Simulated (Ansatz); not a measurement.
Base system: Cu3N (space group Pm-3m, No. 221).

```yaml
crystal:
  lattice:
    - [3.76491, 0.00000, 0.00000]
    - [0.00000, 3.76491, 0.00000]
    - [0.00000, 0.00000, 3.76491]
  atoms:
    - { symbol: Cu, position: [0.50000, 0.00000, 0.00000] }
    - { symbol: Cu, position: [0.00000, 0.50000, 0.00000] }
    - { symbol: Cu, position: [0.00000, 0.00000, 0.50000] }
    - { symbol: N, position: [0.00000, 0.00000, 0.00000] }
```

Cartesian axes are those of the cell as printed.

All numbers come from Kohn–Sham DFT with the PBEsol functional, run in Ansatz (a quantum-chemistry and plane-wave program) with PAW and 420 eV plane waves, scalar-relativistic without spin-orbit coupling.

Before the change:

* **Volume per atom**: 13.34 Å³
* **Pressure**: 0.0 GPa

Modification: biaxial strain +0.50 %, plane normal [111], relaxed out of plane (Cartesian); in-plane vectors clamped, the third vector and the atoms free.

Problem. How does this affect the volume per atom?

Solution. The volume per atom rises by 0.03 Å³ to 13.37 Å³.

Problem. Predict the new pressure.

Solution. The pressure (mean of the normal stresses, compression positive) goes from zero to -0.3 GPa.

Problem. What does the calculation give for the energy relative to the base after the change?

Solution. The energy hardly moves.

No phonon test of stability was made. All final runs are without spin polarisation. Gaps under 0.05 eV, about the width of the smearing, are given as zero.
